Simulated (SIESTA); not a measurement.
A self-consistent single point of Ru (P6_3/mmc, 2 atoms in the cell) with SIESTA.

Method: LDA PW92, numerical atomic orbitals DZP, PseudoDojo LDA standard norm-conserving potentials (rewritten from UPF to PSML) (SIESTA 5.4.2).

```xyz
2
Lattice="2.7558 0.0000 0.0000 -1.3779 2.3866 0.0000 0.0000 0.0000 4.3436" Properties=species:S:1:pos:R:3 pbc="T T T"
Ru     0.0000     1.5910     1.0859
Ru     1.3779     0.7955     3.2577
```

Reference input (self-consistent single point, DFT, GGA PBE, numerical atomic orbitals DZP, PseudoDojo PBE standard norm-conserving potentials (rewritten from UPF to PSML)): XC.functional = GGA; XC.authors = PBE; potentials = PseudoDojo PBE standard; PAO.BasisSize = DZP; PAO.EnergyShift = 0.01 Ry; MeshCutoff = 300 Ry; kgrid.MonkhorstPack = 18 18 10; OccupationFunction = MP; OccupationMPOrder = 0; ElectronicTemperature = 100 meV; MaxSCFIterations = 150; SCF.Mixer.Method = Pulay. This run's input differs from it in these lines:

```diff
@@ -1,2 +1,2 @@
-# files in the folder: Ru.psml (PseudoDojo PBE standard)
+# files in the folder: Ru.psml (PseudoDojo LDA standard)
 SystemName  Ru
@@ -21,4 +21,4 @@
 
-XC.functional                GGA
-XC.authors                   PBE
+XC.functional                LDA
+XC.authors                   PW92
 PAO.BasisSize                DZP
```

Output (repeated stretches shortened):

```
        iscf     Eharris(eV)        E_KS(eV)     FreeEng(eV)     dDmax    Ef(eV) dHmax(eV)
   scf:    1    -5478.537924    -5496.617556    -5496.626934  0.400801 -1.381091  9.086705
   scf:    2    -5500.465660    -5498.603582    -5498.612841  0.128449 -1.854428  7.176145
   scf:    3    -5503.349156    -5501.921191    -5501.930956  0.417856 -3.676098  0.179194
   scf:    4    -5501.917515    -5501.921885    -5501.931663  0.020020 -3.587644  0.196672
   scf:    5    -5501.925271    -5501.923976    -5501.933723  0.008788 -3.655632  0.027831
   scf:    6    -5501.924022    -5501.924019    -5501.933765  0.001808 -3.664358  0.006505
   scf:    7    -5501.924014    -5501.924019    -5501.933768  0.000808 -3.661732  0.004968
   scf:    8    -5501.924023    -5501.924021    -5501.933769  0.000217 -3.663041  0.000630
mix: Pulay -- inversion failed, > SVD [rank/size] 4 / 7
   scf:    9    -5501.924021    -5501.924021    -5501.933769  0.000006 -3.662996  0.000722
SCF Convergence by DM+H criterion
max |DM_out - DM_in|         :     0.0000057936
max |H_out - H_in|      (eV) :     0.0007216248
SCF cycle converged after 9 iterations

Using DM_out to compute the final energy and forces

siesta: E_KS(eV) =            -5501.9240

siesta: E_KS - E_eggbox =     -5501.9240

siesta: Atomic forces (eV/Ang):
     1    0.000013   -0.000008   -0.000000
     2   -0.000013    0.000008   -0.000000
   Tot    0.000000    0.000000   -0.000000
   Max    0.000013
   Res    0.000009    sqrt( Sum f_i^2 / 3N )
   Max    0.000013    constrained

Stress tensor Voigt[x,y,z,yz,xz,xy] (kbar):      259.59      259.59      243.75       -0.00       -0.00        0.00
(Free)E + p*V (eV/cell)    -5506.4682
Target enthalpy (eV/cell)    -5501.9338

siesta: Program's energy decomposition (eV):
siesta: FreeEng =     -5501.933769

   [... lines left out ...]
siesta: Cell volume =         28.567180 Ang**3
siesta:        -254.31246531       -254.31201340  kBar
   [... lines left out ...]

             -0.023   0.005   0.000
   2 16.000   1.879   0.198   0.302   1.961   1.950   1.961   0.334   0.329
              0.334   1.351   1.351   1.362   1.351   1.351   0.000   0.005

             -0.023   0.005   0.000

mulliken: Qtot =       32.000

Mulliken Atomic Populations:
Atom #   charge [q] valence [e]  Species
     1     0.000000   16.000000  Ru
     2    -0.000000   16.000000  Ru
 Total    -0.000000
```

The run converged in 9 iterations. Against the reference run the pressure goes from -10.04 to -25.43 GPa.

The starting cell comes from a database of computed structures (which also holds hypothetical and non-ambient phases and stackings), without a prior relaxation at this level. Its lattice was rescaled by a random factor within 2.5 % of one. Spin polarisation is off. Values carry the incompleteness of an atom-centred basis. With a pressure of about -25 GPa the cell is away from its equilibrium volume at this level.

Cost on one core of a shared machine: roughly 2 min.
